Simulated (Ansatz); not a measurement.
The starting structures come from a database of crystals and need not be the phases stable at ambient conditions.

 Where the default PAW files enter, the runs use the earlier of Ansatz's two default sets.

Inside the gap of an insulator the Bloch states are evanescent, with a wavenumber k + iκ along the transport direction.

Data:

```xyz
15
Lattice="6.0494 0.0000 0.0000 -3.0247 5.2390 0.0000 0.0000 0.0000 7.6993" Properties=species:S:1:pos:R:3 pbc="T T T"
Ba     0.0000     0.0000     0.0000
Ba     3.0247     1.7463     2.3084
Ba     0.0000     3.4926     5.3909
Sr     0.0000     0.0000     3.8497
Nb     3.0247     1.7463     6.4028
Nb     0.0000     3.4926     1.2966
O      4.4419     0.9281     5.3842
O     -1.4172     4.3109     2.3151
O      3.0247     3.3828     5.3842
O      0.0000     1.8562     2.3151
O      1.6075     0.9281     5.3842
O      1.4172     4.3109     2.3151
O     -1.5124     2.6195     0.0000
O      1.5124     2.6195     0.0000
O      3.0247     0.0000     0.0000
```

Space group of this cell: P-3m1. The cell is taken as given; by r2SCAN its mean pressure is -5.7 GPa.

Transport runs along the normal of the first two printed cell vectors, the (001) plane of the conventional cell.

The gap is the functional's own. No spin-orbit coupling. Mid-gap values are interpolated on the energy grid.

### Question
Give the band gap and the smallest decay constant κ at mid-gap that Ansatz (a program for electronic structure) with r2SCAN yields.

### Answer
Gap 3.25 eV on a 6×6×4 mesh; κ = 0.360 1/Å, at the zone centre.
